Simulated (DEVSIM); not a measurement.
System: illuminated Si p-on-n cell, one wavelength, at 300 K.

Layer 1 from the left is Si, thickness (μm) 0.0850, Na (cm⁻³) 6.5e17, τn (s) 4.6e-7, τp (s) 8.4e-7, absorption coefficient (cm⁻¹) 75000. Layer 2 from the left is Si, thickness (μm) 110, Nd (cm⁻³) 7.8e13, τn (s) 2.4e-5, τp (s) 2.4e-5, absorption coefficient (cm⁻¹) 75000.

Left contact: ohmic, minority electron recombination velocity 9e5 cm/s. Right contact: ohmic, minority hole recombination velocity 7e6 cm/s. Voltage is applied to the left contact. Recombination: SRH at mid-gap, radiative, Auger. Gap narrowing is on: ΔEg = 6.92 meV × (l + √(l² + 0.5)), l = ln(N/1.3e17 cm⁻³), shared equally by both band edges. Light enters at the left, 2.8e16 photons cm⁻² s⁻¹, one pass, no reflection. Mobility is constant in doping.

This is a model device: material constants are rounded textbook-type values typed into the input, and sizes, dopings and lifetimes were drawn at random. Values at 300 K.

Si: gap (eV) 1.124, affinity (eV) 4.05, permittivity 11.7, Nc (cm⁻³) 2.86e19, Nv (cm⁻³) 3.1e19, μn (cm²/Vs) 1417, μp (cm²/Vs) 470, B (cm³/s) 4.7e-15, Cn (cm⁶/s) 2.8e-31, Cp (cm⁶/s) 9.9e-32.

DEVSIM, 1D drift-diffusion, Boltzmann statistics, complete ionisation; no tunnelling, impact ionisation, image-force lowering or self-heating.

What does the simulation give for the short-circuit current, the open-circuit voltage, the dark forward voltage at 1 A/cm²?

short-circuit current 4.25 mA/cm²; open-circuit voltage 0.423 V; dark forward voltage at 1 A/cm² 0.653 V.
